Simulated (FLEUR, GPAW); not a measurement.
A FLEUR input for a self-consistent single point of YbP₂Ru₂ (I4/mmm, 5 atoms in the cell) (DFT, LDA (Vosko-Wilk-Nusair), all-electron FLAPW (FLEUR), scalar-relativistic valence):

Input of the input generator:

```
Yb(PRu)2 FLAPW
&input film=f /
-3.8441186772 3.8441186772 9.0808899193
3.8441186772 -3.8441186772 9.0808899193
3.8441186772 3.8441186772 -9.0808899193
1.0
1.0 1.0 1.0

5
70 0.0000000000 0.0000000000 0.0000000000
15 0.3699000000 0.3699000000 0.0000000000
15 0.6301000000 0.6301000000 0.0000000000
44 0.2500000000 0.7500000000 0.5000000000
44 0.7500000000 0.2500000000 0.5000000000

&comp jspins=1 /
&exco xctyp='vwn' /
&kpt div1=7 div2=7 div3=7 /
&end /
```

```xml
<?xml version="1.0" encoding="UTF-8" standalone="no"?>
<fleurInput fleurInputVersion="0.39">
   <comment>
      Yb(PRu)2 FLAPW                                                                                      
   </comment>
   <calculationSetup>
      <cutoffs Kmax="4.0" Gmax="16.0" GmaxXC="16.0" numbands="0"/>
      <scfLoop itmax="80" minDistance="0.00001" maxIterBroyd="99" imix="Anderson" alpha="0.05" precondParam="0.0" spinf="2.0"/>
      <coreElectrons ctail="T" frcor="F" kcrel="0" coretail_lmax="0"/>
      <xcFunctional name="vwn" relativisticCorrections="F"/>
      <magnetism jspins="1"/>
      <soc l_soc="F" theta="0.0" phi="0.0" spav="F"/>
      <expertModes spex="0" secvar="F"/>
      <geometryOptimization l_f="T" forcealpha="1.0" forcemix="BFGS" epsdisp="0.00001" epsforce="0.00001"/>
      <ldaU l_linMix="F" mixParam="0.05" spinf="1.0"/>
   </calculationSetup>
   <cell>
      <bzIntegration valenceElectrons="62.0" mode="hist" fermiSmearingEnergy="0.00367493">
         <kPointListSelection listName="default-1"/>
         <!-- k-points included here -->
         <xi:include xmlns:xi="http://www.w3.org/2001/XInclude" href="kpts.xml"> </xi:include>
      </bzIntegration>
      <!-- symmetry operations included here -->
      <xi:include xmlns:xi="http://www.w3.org/2001/XInclude" href="sym.xml"> </xi:include>
      <bulkLattice scale="1.0">
         <bravaisMatrix>
            <row-1>   -3.8441186772000000     3.8441186772000000     9.0808899193000006</row-1>
            <row-2>    3.8441186772000000    -3.8441186772000000     9.0808899193000006</row-2>
            <row-3>    3.8441186772000000     3.8441186772000000    -9.0808899193000006</row-3>
         </bravaisMatrix>
      </bulkLattice>
   </cell>
   <atomSpecies>
      <species name="Ytterbium (Yb)" element="Yb" atomicNumber="70">
         <mtSphere radius="2.63" gridPoints="925" logIncrement="0.014"/>
         <atomicCutoffs lmax="10" lnonsphr="8"/>
         <electronConfig flipSpins="F">
            <coreConfig>(1s1/2) (2s1/2) (2p1/2) (2p3/2) (3s1/2) (3p1/2) (3p3/2) (4s1/2) (3d3/2) (3d5/2) (4p1/2) (4p3/2) (4d3/2) (4d5/2)</coreConfig>
            <valenceConfig>(5s1/2) (5p1/2) (5p3/2) (6s1/2) (4f5/2) (4f7/2)</valenceConfig>
         </electronConfig>
         <energyParameters s="6" p="6" d="5" f="4"/>
         <lo type="SCLO" l="0" n="5" eDeriv="0"/>
         <lo type="SCLO" l="1" n="5" eDeriv="0"/>
      </species>
      <species name="Phosphorous (P)" element="P" atomicNumber="15">
         <mtSphere radius="1.59" gridPoints="563" logIncrement="0.02"/>
         <atomicCutoffs lmax="6" lnonsphr="4"/>
         <electronConfig flipSpins="F">
            <coreConfig>(1s1/2) (2s1/2) (2p1/2) (2p3/2)</coreConfig>
            <valenceConfig>(3s1/2) (3p1/2) (3p3/2)</valenceConfig>
            <stateOccupation state="(3p1/2)" spinUp="0.5" spinDown="0.5"/>
            <stateOccupation state="(3p3/2)" spinUp="1.0" spinDown="1.0"/>
         </electronConfig>
         <energyParameters s="3" p="3" d="3" f="4"/>
      </species>
      <species name="Ruthenium (Ru)" element="Ru" atomicNumber="44">
         <mtSphere radius="2.45" gridPoints="863" logIncrement="0.015"/>
         <atomicCutoffs lmax="10" lnonsphr="8"/>
         <electronConfig flipSpins="F">
            <coreConfig>(1s1/2) (2s1/2) (2p1/2) (2p3/2) (3s1/2) (3p1/2) (3p3/2) (4s1/2) (3d3/2) (3d5/2)</coreConfig>
            <valenceConfig>(4p1/2) (4p3/2) (5s1/2) (4d3/2) (4d5/2)</valenceConfig>
            <stateOccupation state="(5s1/2)" spinUp="0.5" spinDown="0.5"/>
            <stateOccupation state="(4d3/2)" spinUp="1.4" spinDown="1.4"/>
            <stateOccupation state="(4d5/2)" spinUp="2.1" spinDown="2.1"/>
         </electronConfig>
         <energyParameters s="5" p="5" d="4" f="4"/>
         <lo type="SCLO" l="1" n="4" eDeriv="0"/>
      </species>
   </atomSpecies>
   <atomGroups>
      <atomGroup species="Ytterbium (Yb)">
         <relPos label="                   1">.0000000000 .0000000000 .0000000000</relPos>
         <force calculate="T" relaxXYZ="TTT"/>
      </atomGroup>
      <atomGroup species="Phosphorous (P)">
         <relPos label="                   2">.3699000000 .3699000000 .0000000000</relPos>
         <relPos label="                   3">-.3699000000 -.3699000000 .0000000000</relPos>
         <force calculate="T" relaxXYZ="TTT"/>
      </atomGroup>
      <atomGroup species="Ruthenium (Ru)">
         <relPos label="                   4">1.000/4.000 -1.000/4.000 1.000/2.000</relPos>
         <relPos label="                   5">-1.000/4.000 1.000/4.000 1.000/2.000</relPos>
         <force calculate="T" relaxXYZ="TTT"/>
      </atomGroup>
   </atomGroups>
   <output dos="F" band="F" slice="F">
      <checks vchk="F" cdinf="F"/>
      <bandDOS minEnergy="-.5*Htr" maxEnergy="0.5*Htr" sigma="0.015" storeEVData="T"/>
      <vacuumDOS vacdos="F" integ="F" star="F" nstars="0" locx1="0.0" locy1="0.0" locx2="0.0" locy2="0.0" nstm="0" tworkf="0.0"/>
      <unfoldingBand unfoldBand="F" supercellX="1" supercellY="1" supercellZ="1"/>
      <plotting iplot="0" polar="F">
         <plot TwoD="T" vec1="  1.0  0.0  0.0" vec2="  0.0  1.0  0.0" vec3="  0.0  0.0  1.0" zero="  0.0  0.0  0.0" file="plot"/>
      </plotting>
      <chargeDensitySlicing numkpt="0" minEigenval="0.0" maxEigenval="0.0" nnne="0" pallst="F"/>
      <specialOutput eonly="F"/>
      <magneticCircularDichroism mcd="F" energyLo="-10.0" energyUp="0.0"/>
   </output>
  <!-- We include the file relax.xml here to enable relaxations (see documentation) -->
  <xi:include xmlns:xi="http://www.w3.org/2001/XInclude" href="relax.xml"> <xi:fallback/> </xi:include>
</fleurInput>
```

### Question
Translate this input to GPAW.

### Answer
This is the input that was run; spellings and numerical settings could be chosen otherwise.

```python
from ase import Atoms
from ase.units import GPa
from gpaw import GPAW

atoms = Atoms(['Yb', 'P', 'P', 'Ru', 'Ru'],
              cell=[[-2.034220, 2.034220, 4.805400],
                    [2.034220, -2.034220, 4.805400],
                    [2.034220, 2.034220, -4.805400]],
              positions=[[0.000000, 0.000000, 0.000000],
                         [-0.000000, 0.000000, 3.555035],
                         [0.000000, -0.000000, 6.055765],
                         [2.034220, 0.000000, 2.402700],
                         [-0.000000, 2.034220, 2.402700]],
              pbc=True)

calc = GPAW(mode={'name': 'pw', 'ecut': 800},
            xc='LDA',
            kpts=(7, 7, 7),
            occupations={'name': 'fermi-dirac', 'width': 0.1},
            nbands=-13,
            symmetry={'symmorphic': False, 'tolerance': 0.0005},
            maxiter=100,
            txt='-')

atoms.calc = calc

energy = atoms.get_potential_energy()
print('Energy (eV):', round(energy, 6))
forces = atoms.get_forces()
print('Forces (eV/Ang):')
print(forces.round(5))
stress = atoms.get_stress()
print('Stress (GPa, Voigt):', (stress / GPa).round(4))
```

Basis settings and potentials, where a program has them, do not carry over. This input uses DFT LDA (Perdew-Wang 92), plane waves, GPAW PAW datasets LDA (gpaw-data 1.0.1). LDA parametrisations can differ slightly between programs.

The starting cell comes from a database of computed structures (which also holds hypothetical and non-ambient phases and stackings), without a prior relaxation at this level.
